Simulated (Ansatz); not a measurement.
Start from HgTe in the zinc blende structure (space group F-43m, No. 216; a = 6.573 Å).

One thing is altered: full substitution Hg → Cd; the structure is relaxed again.

Computed with r2SCAN (Ansatz, a quantum-chemistry and plane-wave program, PAW, no spin-orbit coupling), earlier PAW set.

**Question.** Give the band edges at the high-symmetry points of the new zone, measured from its valence-band maximum.

**Answer.** 
| point | valence edge (eV) | conduction edge (eV) |
|---|---|---|
| Γ | 0.00 | 1.16 |
| X | -1.79 | 2.97 |
| U | -1.48 | 3.25 |
| K | -1.48 | 3.25 |
| L | -0.74 | 2.20 |
| W | -2.09 | 4.54 |

The gap is 1.16 eV, direct at Γ.

Spin-orbit coupling, missing from the scalar runs, can matter with Hg and Te. No phonon test of stability was made. All final runs are without spin polarisation.
